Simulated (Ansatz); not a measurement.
# GaN: carrier doping

Base system: GaN in the rock salt structure (space group Fm-3m, No. 225; a model cell).

```yaml
crystal:
  lattice:
    - [0.00000, 2.10974, 2.10974]
    - [2.10974, 0.00000, 2.10974]
    - [2.10974, 2.10974, 0.00000]
  atoms:
    - { symbol: Ga, position: [0.50000, 0.50000, 0.50000] }
    - { symbol: N, position: [0.00000, 0.00000, 0.00000] }
```

Carriers are added at fixed cell with a uniform background; the Fermi–Dirac width is that of 300 K.

The values are results of PBEsol (Ansatz, a first-principles code), no spin-orbit coupling, not measurements.

Notes on the quantities. Fermi level from band edge: Fermi level relative to the doped band's edge (positive inside the band; to 0.05 eV).

```json
[
 {"electron density (10^21 cm⁻³)": "0.5", "Fermi level from band edge (eV)": "0.40"},
 {"electron density (10^21 cm⁻³)": "3", "Fermi level from band edge (eV)": "1.20"},
 {"electron density (10^21 cm⁻³)": "5", "Fermi level from band edge (eV)": "?"},
 {"electron density (10^21 cm⁻³)": "7", "Fermi level from band edge (eV)": "1.90"}
]
```

Problem. Fit E_F = C n^s, fitted as a line in log–log form (a parabolic band gives s = 2/3) to the rows shown and predict the withheld row.

Solution. Least squares on the printed values gives C = 0.61 eV, s = 0.59 (largest residual 0.03 eV); this predicts 1.58 eV, and the run gives 1.60 eV, in agreement.

Charged cell with a jellium background: band edges are those of the host's band count, energies are not comparable with the neutral cell, and many-body gap narrowing is missing. Whether these cells are dynamically stable was not tested. The base started in Pnma and relaxed to Fm-3m at this level. This is not the structure that GaN has at room temperature and ambient pressure.
